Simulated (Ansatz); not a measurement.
Seebeck coefficient (μV/K, mean over directions) of p-type GaP (F-43m) against carrier density, HSE06, rigid bands run with Ansatz (a quantum-chemistry and plane-wave program). Computed gap 2.25 eV; densities at which minority carriers matter at this gap, or further valleys turn the trend, are left out. Conductivity mass 0.41 mₑ (harmonic mean over directions), N_v = 4.2e19 cm⁻³ at 300 K.

```
hole density       300 K       500 K
------------  ----------  ----------
1e16 cm⁻³     (withheld)         995
1e17 cm⁻³            731  (withheld)
1e18 cm⁻³            532         598
3e18 cm⁻³            438         503
1e19 cm⁻³            336         400
3e19 cm⁻³            245         307
1e20 cm⁻³            153         210
3e20 cm⁻³             86         130
1e21 cm⁻³             40          66
```

Fill in the missing entries.


- 1e16 cm⁻³, 300 K: 929
- 1e17 cm⁻³, 500 K: 796

Rigid bands with a gap fixed in temperature, one relaxation time for all states, no polarons or phonon drag, and whether or not such doping can be reached. Spin-orbit coupling is left out; where it splits the top of the valence band, N_v and the p-type Seebeck coefficient come out somewhat high without it. Geometry: cell and atoms relaxed with PBEsol.
